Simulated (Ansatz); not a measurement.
All values below come from PBE (plane waves to 420 eV, PAW; Ansatz, a quantum-chemistry and plane-wave program).

Plane-averaged electrostatic potential energy along the normal, in eV from the Fermi level, for the (100) surface of germanium, 1 pair of surface atoms bonded, Sb on one of 2 atoms of the third shell, no caps (bottom of the slab: built like the top, H on every dangling bond, free):

```csv
z (Å),V (eV)
4.02,4.24
4.31,4.24
4.59,4.24
4.88,4.24
5.17,4.24
5.45,4.23
5.74,4.23
6.03,4.23
6.31,4.23
6.60,4.22
6.89,4.20
7.18,4.16
7.46,4.05
7.75,3.80
8.04,3.10
8.32,2.14
8.61,2.31
8.90,1.58
9.19,-0.72
9.47,-2.87
9.76,-4.09
10.05,-4.22
10.33,-4.29
10.62,-4.30
10.91,-4.52
11.19,-4.36
11.48,-3.56
11.77,-3.04
12.06,-3.26
12.34,-3.98
12.63,-4.06
12.92,-3.43
13.20,-3.11
13.49,-3.48
13.78,-4.16
14.06,-4.20
14.35,-3.48
14.64,-3.09
14.93,-3.42
15.21,-4.18
15.50,-4.28
15.79,-3.56
16.07,-3.13
16.36,-3.40
16.65,-4.19
16.94,-4.31
17.22,-3.60
17.51,-3.15
17.80,-3.41
18.08,-4.19
18.37,-4.31
18.66,-3.52
18.94,-2.78
19.23,-2.88
19.52,-3.78
19.81,-4.11
20.09,-3.65
20.38,-2.87
20.67,-2.78
20.95,-3.50
21.24,-4.23
21.53,-4.54
21.81,-4.27
22.10,-3.67
22.39,-3.34
22.68,-3.34
22.96,-2.74
23.25,-1.21
23.54,0.76
23.82,2.46
24.11,3.57
24.40,4.08
24.69,4.32
24.97,4.44
25.26,4.50
25.55,4.52
25.83,4.54
26.12,4.54
26.41,4.54
26.69,4.55
26.98,4.55
27.27,4.55
```

Set-up: 22 atoms, 14.8 Å thick at the start with caps and adatoms; mesh 4x7x1; 0.025 eV smearing; dipole correction on; 4 atoms held, the rest relaxed; start symmetry kept, larger cells not searched; spin-polarised, no spin-orbit, no U. The slab shows no gap on its mesh. The starting moment vanished. In PBE it lies 0.44 eV a 1x1 cell over the lowest computed structure of the same composition (1 pair of surface atoms bonded, Sb on one of 2 surface atoms, no caps).

Question: The surface cell has an area of 33.18 Å². What dipole along the normal does the step between the two vacuum levels imply?

Answer: the top vacuum level lies 0.31 eV above the bottom one; p = −ε₀ A ΔV (ε₀ = 0.005526 e/(V·Å)) gives -0.06 e·Å a cell.
